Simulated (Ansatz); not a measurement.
## bcc W (1 1 1) on zinc-blende BN (1 1 1) (film strained to the substrate, started from cuts of the bulks and a machine-learned relaxation)

A periodic stack without vacuum, bcc W (1 1 1) on zinc-blende BN (1 1 1) (film strained to the substrate, started from cuts of the bulks and a machine-learned relaxation): substrate slab B21N21, film W10, surface cells [[1, -2], [1, 1]] and [[1, -1], [0, 1]], film strained by -1.4 and -1.4 %, outermost planes B/N and W/W as cut, which need not be the usual terminations and can put a slab off its formula.

The start was prepared with a machine-learned potential, and the result is one local minimum, with the in-plane cell held and forces under 0.04 eV/Å; the film can end far from its bulk form.

Method: PBE (plane waves to 420 eV, PAW; Ansatz, a first-principles code). Spin–orbit coupling is left out; the runs are not spin-polarised. Its k-point mesh 7×7×1, Fermi–Dirac width 0.05 eV.

The interface area is 17.1 Å² and the period is 24.61 Å. The gaps between the outermost planes at the two interfaces is 1.73 and 1.75 Å, the B–W contacts across the interfaces within 1.22 times the sum of covalent radii comes out as 9, mean 2.61 Å and the N–W contacts across the interfaces within 1.22 times the sum of covalent radii comes out as 4, mean 2.25 Å.

```yaml
crystal:
  lattice:
    - [4.43956, 0.00001, -0.01588]
    - [-2.21933, 3.84479, 0.04952]
    - [-0.65213, 1.01084, 24.62123]
  atoms:
    - { symbol: B, position: [0.07622, 0.18609, 0.03077] }
    - { symbol: B, position: [0.72610, 0.50008, 0.03077] }
    - { symbol: B, position: [0.39017, 0.85011, 0.03079] }
    - { symbol: B, position: [0.06422, 0.48400, 0.11545] }
    - { symbol: B, position: [0.73091, 0.81698, 0.11656] }
    - { symbol: B, position: [0.39756, 0.15031, 0.11652] }
    - { symbol: B, position: [0.06380, 0.78833, 0.20133] }
    - { symbol: B, position: [0.73144, 0.12212, 0.20134] }
    - { symbol: B, position: [0.39765, 0.45598, 0.20133] }
    - { symbol: B, position: [0.06449, 0.09391, 0.28658] }
    - { symbol: B, position: [0.73099, 0.42712, 0.28658] }
    - { symbol: B, position: [0.39767, 0.76059, 0.28658] }
    - { symbol: B, position: [0.06439, 0.39886, 0.37183] }
    - { symbol: B, position: [0.73114, 0.73234, 0.37183] }
    - { symbol: B, position: [0.39787, 0.06559, 0.37184] }
    - { symbol: B, position: [0.06452, 0.70398, 0.45708] }
    - { symbol: B, position: [0.73122, 0.03720, 0.45747] }
    - { symbol: B, position: [0.39788, 0.37069, 0.45690] }
    - { symbol: B, position: [0.06817, 0.00898, 0.54309] }
    - { symbol: B, position: [0.73094, 0.34526, 0.54308] }
    - { symbol: B, position: [0.39460, 0.67179, 0.54307] }
    - { symbol: N, position: [0.06416, 0.50558, 0.05034] }
    - { symbol: N, position: [0.73084, 0.83903, 0.05005] }
    - { symbol: N, position: [0.39750, 0.17135, 0.05305] }
    - { symbol: N, position: [0.06320, 0.80966, 0.13665] }
    - { symbol: N, position: [0.73156, 0.14323, 0.13665] }
    - { symbol: N, position: [0.39799, 0.47803, 0.13665] }
    - { symbol: N, position: [0.06450, 0.11535, 0.22198] }
    - { symbol: N, position: [0.73085, 0.44850, 0.22198] }
    - { symbol: N, position: [0.39761, 0.78208, 0.22198] }
    - { symbol: N, position: [0.06427, 0.42027, 0.30724] }
    - { symbol: N, position: [0.73112, 0.75384, 0.30722] }
    - { symbol: N, position: [0.39783, 0.08698, 0.30726] }
    - { symbol: N, position: [0.06448, 0.72543, 0.39245] }
    - { symbol: N, position: [0.73116, 0.05868, 0.39266] }
    - { symbol: N, position: [0.39783, 0.39213, 0.39236] }
    - { symbol: N, position: [0.06704, 0.03121, 0.47769] }
    - { symbol: N, position: [0.73050, 0.36557, 0.47769] }
    - { symbol: N, position: [0.39616, 0.69466, 0.47768] }
    - { symbol: N, position: [0.05639, 0.33031, 0.56288] }
    - { symbol: N, position: [0.73427, 0.67691, 0.56287] }
    - { symbol: N, position: [0.40309, 0.99909, 0.56286] }
    - { symbol: W, position: [0.06415, 0.63340, 0.66680] }
    - { symbol: W, position: [0.73082, 0.97800, 0.63335] }
    - { symbol: W, position: [0.73087, 0.94216, 0.74092] }
    - { symbol: W, position: [0.39734, 0.28859, 0.70129] }
    - { symbol: W, position: [0.39746, 0.24977, 0.81784] }
    - { symbol: W, position: [0.06416, 0.59650, 0.77771] }
    - { symbol: W, position: [0.06415, 0.55839, 0.89189] }
    - { symbol: W, position: [0.73080, 0.90499, 0.85221] }
    - { symbol: W, position: [0.73080, 0.86921, 0.95957] }
    - { symbol: W, position: [0.39748, 0.21172, 0.93215] }
```
